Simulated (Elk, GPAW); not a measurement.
An Elk input for a self-consistent single point of PdRh (R-3m, 2 atoms in the cell) (DFT, PBEsol, all-electron FP-LAPW, Elk's shipped species files, APW+lo basis with extra local orbitals):

```
tasks
  0

xctype
  22

rgkmax
  7.5

gmaxvr
  14.0

nxlo
  2

lorbcnd
  .true.

rmtscf
  0.92

lmaxi
  3

stype
  0

swidth
  0.00183747

avec
    2.5123227463    1.4504897101    8.1883610215
   -2.5123227463    1.4504897101    8.1883610215
    0.0000000000   -2.9009809314    8.1883607538

sppath
  'species/'

atoms
  2   : nspecies
  'Pd.in'   : spfname
  1   : natoms; atposl, bfcmt below
  0.0000000000  0.0000000000  0.0000000000    0.0 0.0 0.0
  'Rh.in'   : spfname
  1   : natoms; atposl, bfcmt below
  0.5000000000  0.5000000000  0.5000000000    0.0 0.0 0.0

ngridk
  14 14 14
```

Problem. Translate this input to GPAW.

Solution. This is the input that was run; spellings and numerical settings could be chosen otherwise.

```python
from ase import Atoms
from ase.units import GPa
from gpaw import GPAW

atoms = Atoms(['Pd', 'Rh'],
              cell=[[1.329464, 0.767566, 4.333094],
                    [-1.329464, 0.767566, 4.333094],
                    [0.000000, -1.535133, 4.333094]],
              positions=[[0.000000, 0.000000, 0.000000],
                         [0.000000, -0.000001, 6.499641]],
              pbc=True)

calc = GPAW(mode={'name': 'pw', 'ecut': 550},
            xc='PBEsol',
            kpts={'size': (14, 14, 14), 'gamma': True},
            occupations={'name': 'methfessel-paxton', 'width': 0.05, 'order': 0},
            nbands=-6,
            symmetry={'symmorphic': False, 'tolerance': 0.0005},
            maxiter=100)

atoms.calc = calc

energy = atoms.get_potential_energy()
print('Energy (eV):', round(energy, 6))
forces = atoms.get_forces()
print('Forces (eV/Ang):')
print(forces.round(5))
stress = atoms.get_stress()
print('Stress (GPa, Voigt):', (stress / GPa).round(4))
```

Basis, cutoffs, solver keys and any potentials are the target program's own. This input uses DFT PBEsol, plane waves, GPAW PAW datasets PBEsol (made by gpaw-setup).

The starting cell comes from a database of computed structures (which also holds hypothetical and non-ambient phases and stackings), without a prior relaxation at this level. Its lattice was rescaled by a random factor within 2.5 % of one. For this run, on top of that: lattice scaled by 0.98.
